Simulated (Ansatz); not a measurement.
Work function of faces of beta tin in PBE and in r2SCAN, in Ansatz (plane waves, PAW). Symmetric slabs relaxed with PBE from ideal cuts in 1x1 cells (the lowest computed cut and spin start of each face; real faces may reconstruct in larger cells); r2SCAN values are single points on them, with the bulk at the same level. No spin-orbit coupling, no U.

```csv
face,PBE (eV),r2SCAN (eV)
(100),4.11,4.21
(101),4.00,4.09
(110),4.30,4.46
(210),4.04,4.17
(211),4.11,4.25
(301),4.02,?
(310),4.12,4.24
(320),4.17,4.31
(321),4.21,4.39
```

Problem. Fit a straight line y = a·x + b by least squares to the 8 complete rows (x: PBE (eV); y: r2SCAN (eV)).

Solution. the means are x̄ = 4.1325 and ȳ = 4.2650; Σ(x − x̄)² = 0.062750 and Σ(x − x̄)(y − ȳ) = 0.077900, so a = 1.241 and b = ȳ − a·x̄ = -0.865. The largest residual is 0.029.

Problem. What does the line predict for the withheld row, (301), and what did the calculation give?

Solution. the line gives 4.13; the calculation gave 4.13, a miss of 0.00, of the size of the fitted rows' scatter and rounding.

Ansatz is a first-principles code.
